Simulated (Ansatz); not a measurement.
## RhSi₂ (model structure, started from the C49 type, Cmcm, No. 63, 6 atoms in the cell)

The numbers are results of PBE-D3(BJ) (plane waves, PAW; Ansatz, a program for electronic structure), not measurements.

Run with plane-wave cutoff 500 eV, 12×12×12 k mesh, Fermi–Dirac smearing 0.05 eV, no spin polarisation, scalar-relativistic PAW data made under PBE.

Cell (relaxed at this level):

RhSi2 is modelled in the orthorhombic space group Cmcm (No. 63), Pearson symbol oS12. Lattice parameters: a = 2.933 Å, b = 12.054 Å, c = 4.521 Å, α = β = γ = 90.00°. Si1 on 4c sees 2 Si at 2.447 Å and 2 Si at 2.659 Å and 2 Si at 2.933 Å and 2 Rh at 2.557 Å and 4 Rh at 2.783 Å. Si2 on 4c has 2 Si at 2.447 Å and 4 Si at 2.786 Å and 2 Si at 2.933 Å and 2 Rh at 2.459 Å and 2 Rh at 2.590 Å. Rh on 4c is surrounded by 6 Si at 2.459–2.590 Å and 4 Si at 2.783 Å and 2 Rh at 2.933 Å. (Neighbours: up to the widest gap in distance over summed covalent radii, below 1.35, at either atom; cation-cation and far metal-metal contacts left out.)
(The calculation used a cell of 6 atoms; values per cell refer to that cell.)

```yaml
band_gap: zero (no gap)
```

Note: the relaxation could raise the start's symmetry but not lower it, so the cell can be a saddle point.

Spin–orbit coupling is not included.

The computed numbers hold no vibrational or temperature effects.

A model structure was made by putting elements into a prototype or built by hand; it is no filed structure, need not be a known phase, and can be a saddle point held by its symmetry.
